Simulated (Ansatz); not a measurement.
Phonon-limited resistivity of MoTc$_{3}$ (Pm-3m) against temperature in μΩ·cm, PBEsol, DFPT electron-phonon coupling, linearised Boltzmann equation (Ansatz, a quantum-chemistry and plane-wave program), harmonic crystal at a fixed cell.

```json
[
 {"T": "50 K", "ρ": "0.60"},
 {"T": "77 K", "ρ": "___"},
 {"T": "100 K", "ρ": "___"},
 {"T": "150 K", "ρ": "5.2"},
 {"T": "200 K", "ρ": "7.4"},
 {"T": "250 K", "ρ": "9.6"},
 {"T": "273 K", "ρ": "10.6"},
 {"T": "300 K", "ρ": "11.7"},
 {"T": "350 K", "ρ": "13.9"},
 {"T": "400 K", "ρ": "16.0"},
 {"T": "500 K", "ρ": "20"},
 {"T": "600 K", "ρ": "25"},
 {"T": "800 K", "ρ": "33"}
]
```

### Question
What belongs in the gaps?

### Answer

- 77 K, ρ: 1.74
- 100 K, ρ: 2.8

A metal at this level (no band gap). Only scattering by harmonic phonons is included (no impurities, grain boundaries, electron-electron scattering or thermal expansion). Spin-orbit coupling is left out. The squared frequency of the phonon mode least converged on the k mesh is uncertain by about 13 %. The run warned that the eigensolver left some states short of its tolerance. Halving the electron mesh (24x24x24) moves the resistivity by up to 6 %. Smearing 0.20 eV; phonons on a 4x4x4 q mesh, which this run doesn't test and which matters most at low temperature.

Computed structure with no diffraction record at hand here (it may be known, metastable or hypothetical): MoTc3 (Pm-3m).
